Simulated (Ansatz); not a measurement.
# Y under a change: isotropic strain −5.91 %

Start from Y in the hcp (Mg type) structure (space group P6_3/mmc, No. 194; a = 3.652 Å, c = 5.703 Å; relaxed with 0.1 eV smearing).

Now apply this change: the cell is scaled by 0.9409 in all directions, atoms relaxed at fixed cell.

Method: PBE/PAW in Ansatz (an electronic-structure program), without spin-orbit coupling, earlier PAW set. Γ-centred 18×18×10 mesh, Fermi–Dirac width 0.1 eV.

| quantity | base | changed | shift |
|---|---|---|---|
| volume per atom | 32.94 Å³ | 27.44 Å³ | -5.50 Å³ |
| space group | P6_3/mmc (No. 194) | P6_3/mmc (No. 194) | – |
| shortest interatomic distance | 3.547 Å | 3.337 Å | -0.210 Å |
| energy relative to the base (free energy F) | 0 meV/atom | +146 meV/atom | +146 meV/atom |
| pressure (mean of the normal stresses, compression positive) | 0.0 GPa | 9.6 GPa | +9.6 GPa |
| band gap | zero | zero | – |

Cost of the whole job for the changed cell (relaxation, final SCF and bands): about 17 core-seconds (a rough figure).

Stability against distortions was not tested. All final runs are without spin polarisation.
